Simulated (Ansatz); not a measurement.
Zinc-blende RbBr (model structure), treated with LDA (Ansatz, a program for electronic structure, PAW).

Run with plane-wave cutoff 500 eV, 8×8×8 k mesh, gaussian smearing 0.02 eV, scalar-relativistic PAW data made under PBE.

Cell (relaxed at this level):

```
RbBr
1.0
    0.00000     3.72881     3.72881
    3.72881     0.00000     3.72881
    3.72881     3.72881     0.00000
Rb Br
1 1
Direct
  0.00000   0.00000   0.00000
  0.25000   0.25000   0.25000
```

### Question
Predict the band gap.

### Answer

- band gap: 3.92 eV (on the SCF k mesh)

Note: the relaxation could raise the start's symmetry but not lower it, so the cell can be a saddle point.

Spin–orbit coupling is not included.

Computing time: roughly 24 core-seconds.

A model structure was made by putting elements into a prototype or built by hand; it is no filed structure, need not be a known phase, and can be a saddle point held by its symmetry.
